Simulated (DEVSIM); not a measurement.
Structure: abrupt Si n-p junction, at 300 K.

Layer 1 from the left is Si, thickness (μm) 27.0, Nd (cm⁻³) 3.3e17, τn (s) 0.0002, τp (s) 0.0002. Layer 2 from the left is Si, thickness (μm) 59.0, Na (cm⁻³) 9.4e17, τn (s) 0.0002, τp (s) 0.0002.

Left contact: ohmic. Right contact: ohmic. Voltage is applied to the left contact. Recombination: SRH at mid-gap, radiative. Mobility is constant in doping.

Constants are typed, rounded textbook-type inputs, not results; the design itself was drawn at random and stands for no fabricated device. Values at 300 K.

Si: gap (eV) 1.124, affinity (eV) 4.05, permittivity 11.7, Nc (cm⁻³) 2.86e19, Nv (cm⁻³) 3.1e19, μn (cm²/Vs) 1417, μp (cm²/Vs) 470, B (cm³/s) 4.7e-15.

DEVSIM, 1D drift-diffusion, Boltzmann statistics, complete ionisation; no tunnelling, impact ionisation, image-force lowering or self-heating.

Dark forward current:

```
|V| (V)  |J| (A/cm²)
-------  -----------
0.30        4.214e-8
0.35        2.886e-7
0.40        1.988e-6
0.45        1.373e-5
0.50        9.492e-5
0.55       0.0006564
0.60        0.004540
0.65         0.03140
0.70          0.2171
0.75           1.495
0.80           10.07
0.85           60.27
0.90           260.1
0.95           759.5
1.00            1666
1.05            3031
```

Problem. Work out the local ideality factor n = ΔV / (kT/q · ln(J2/J1)) between the rows 0.30 and 0.35 V, 0.55 and 0.60 V, 1.00 and 1.05 V.

Solution. kT/q = 25.85 mV. From 0.30 to 0.35 V: ln(2.886e-7/4.214e-8) = 1.924, n = 1.01, near the 1 of diffusion or emission over a barrier. From 0.55 to 0.60 V: ln(0.004540/0.0006564) = 1.934, n = 1.00, near the 1 of diffusion or emission over a barrier. From 1.00 to 1.05 V: ln(3031/1666) = 0.598, n = 3.23.

Problem. Estimate the current at 0.55 V from the Shockley equation with J0 = Σ q ni² D/(N L) coth(W/L), τ joining the SRH, radiative and Auger lifetimes that are on, and W taken as the whole layer.

Solution. ni² = 1.16e20 cm⁻⁶; holes in the n layer: μ = 470 cm²/Vs, D = 12.1 cm²/s, τ = 0.000153 s, L = 431 μm, W/L = 0.063, term 2.53e-13 A/cm²; electrons in the p layer: μ = 1420 cm²/Vs, D = 36.6 cm²/s, τ = 0.000106 s, L = 624 μm, W/L = 0.095, term 1.23e-13 A/cm². J0 = 3.76e-13 A/cm², and J = J0 exp(qV/kT) = 0.000655 A/cm². The simulation gives 0.000656 A/cm², the same within the digits that matter. The estimate leaves out recombination in the depletion region and that region's share of W.
